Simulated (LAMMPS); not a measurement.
Fault surfaces of Ni (fcc) on several planes, rigid shifts with relaxation along the normal.

All values are model results, not measurements: classical force field (static), pair style eam/alloy, file NiAlH_jea.eam.alloy; code LAMMPS.

```csv
plane,largest on the first line,largest on the surface,first line along
(001),830 mJ/m²,1500 mJ/m²,[1-10]
(110),2190 mJ/m²,2620 mJ/m²,[001]
(111),642 mJ/m²,1000 mJ/m²,[1-10]
```
